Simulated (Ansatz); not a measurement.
Structures of equal composition on the (111) surface of fcc Rh: a layer of Ge in place of the second plane; a layer of Ge in place of the third plane. The slabs share one bottom face, and each structure is named by its start. These are constructed structures in small cells; real faces may alloy, dewet or reconstruct in larger ones, and not all known structures of the face are among them. Slabs of about 11 Å, Fermi-Dirac smearing of 0.1 eV. Bottom of the slabs: a bare face, its two planes held. Relaxed from the named starts with such symmetry as they have, on meshes of like density; energies extrapolated to zero smearing; spin only where a row says so; no spin-orbit coupling, no U. Brackets mark spin-polarised runs, whose order is one that fits the cell.

Calculation: PBE (plane waves to 420 eV, PAW; Ansatz, an electronic-structure program).

**Question.** Put the candidates in order of energy per 1x1 cell, lowest first, for PBE.

**Answer.** a layer of Ge in place of the second plane (0.000 eV), a layer of Ge in place of the third plane (0.362 eV)
